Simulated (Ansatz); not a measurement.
V_Co in fluorite-type CoSi2 (start: the Co site; 96-site cell, 4×4×4 shifted sampling), charge 0. All values below come from PBE, PAW (plane waves to 420 eV; Ansatz, an electronic-structure program).

```yaml
total_energy_of_the_defect_cell: -199645.2814 eV
total_energy_of_the_perfect_cell: -204773.4493 eV
"μ(Co) in hcp Co, ferromagnetic, atoms added −1": -5126.1513 eV
"Δμ(Co), Co-richest allowed": -1.019 eV
```

Problem. Work out the formation energy.

Solution. E_f = E(defect) − E(perfect) − Σ n μ = 5128.168 − (5127.170) = 1.00 eV.
